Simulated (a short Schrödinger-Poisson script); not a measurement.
# MOS inversion layer, Al2O3 on p-type Ge(100)

Stack: MOS inversion layer, Al2O3 on p-type Ge(100), at 400 K.

```csv
layer,material,thickness (nm),Na (cm⁻³)
1,Al2O3,1.5,-
2,Ge,620,2.2e17
```

Constants are typed, rounded textbook-type inputs, not results; the design itself was drawn at random and stands for no fabricated device. Al2O3: permittivity 9, conduction-band edge (eV) 2.65, gap (eV) 6.8, electron mass (mₑ) 0.3. Ge: permittivity 16, conduction-band edge (eV) 0, gap (eV) 0.664, Nv at 300 K (cm⁻³) 6e18.

Channel valleys (confinement mass, in-plane density-of-states mass, number): L4 0.12, 0.295, 4. At the gate the conduction-band edge of layer 1 lies 2.76 eV − eVg above the Fermi level of the channel; the field vanishes at the back. Gaps are held at their typed values at every temperature. Mesh 0.03 nm at interfaces.

From a short Schrödinger-Poisson script (our own, NumPy): 1D Poisson equation in equilibrium, electrons quantum, Hartree (BenDaniel-Duke, 12 states a valley, the channel's in-plane mass for all, wave functions ending at the dielectric), parabolic valleys, classical holes, full ionisation, no traps, pinning or gate leakage.

```csv
Vg (V),electrons (cm⁻²),C (μF/cm²),L4 E0 (meV),L4 E1 (meV)
-0.1,2.42e9,0.299,317.7,370.6
-0.05,7.54e9,0.294,275.5,332.3
0,2.45e10,0.333,233.3,293.7
0.05,7.71e10,0.479,192.7,256.5
0.1,2.14e11,0.793,156.5,223.9
0.15,4.84e11,1.20,127.5,198.8
0.2,8.90e11,1.56,105.6,181.0
0.25,1.41e12,1.83,88.9,168.5
0.3,2.00e12,2.05,75.7,159.6
0.35,2.66e12,2.21,64.8,152.9
0.4,3.37e12,2.34,55.7,147.8
0.45,4.11e12,2.46,47.8,143.8
0.5,4.89e12,2.55,40.8,140.6
0.55,5.70e12,2.63,34.5,137.9
0.6,6.53e12,2.70,28.7,135.7
0.65,7.38e12,2.77,23.4,133.9
0.7,8.25e12,2.82,18.5,132.3
0.75,9.14e12,2.87,13.9,131.0
0.8,1.00e13,2.92,9.6,129.8
0.85,1.10e13,2.96,5.5,128.8
0.9,1.19e13,3.00,1.5,127.9
```

Subbands count from the Fermi level.

Only the L valleys are kept; under strong confinement the Δ valleys of Ge fill too.
